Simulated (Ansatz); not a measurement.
Band structure of TiNi (Pm-3m, 2 atoms in the cell).

```
CELL_PARAMETERS angstrom
      2.96088     0.00000     0.00000
      0.00000     2.96088     0.00000
      0.00000     0.00000     2.96088
ATOMIC_POSITIONS crystal
  Ti 0.50000 0.50000 0.50000
  Ni 0.00000 0.00000 0.00000
```

Method of the run: LDA (PW92), PAW files made with PBE (plane waves; Ansatz, an electronic-structure program).

Settings: basis.ecutwfc = 420 eV; kpoints.mp_grid.grid = 9 9 9; hamiltonian.xc = lda; hamiltonian.pseudopotentials = {kind: paw} (an earlier, softer set of the program's PAW files); scf.occupations.method = gaussian; scf.occupations.width = 0.1 eV; kpoints.band_path.npoints = 8.

The starting cell comes from a database of computed structures (which also holds hypothetical and non-ambient phases and stackings), without a prior relaxation at this level. Its lattice was rescaled by a random factor within 2.5 % of one. Spin polarisation is off.

Levels in eV from the Fermi level, bands 12 to 18:
| point | 12 | 13 | 14 | 15 | 16 | 17 | 18 |
|---|---|---|---|---|---|---|---|
| Γ | -2.11 | -2.11 | -2.11 | 0.44 | 0.44 | 2.68 | 2.68 |
| X | -2.21 | -2.21 | -1.78 | -0.82 | -0.64 | 0.62 | 0.62 |
| M | -2.91 | -1.37 | -0.80 | 0.53 | 0.53 | 0.93 | 2.38 |
| R | -2.27 | -2.27 | -2.27 | -1.34 | -1.34 | 3.23 | 3.23 |

Bands cross the Fermi level along this path, so the cell is metallic at this level.

Keys are those of Ansatz 0.2.
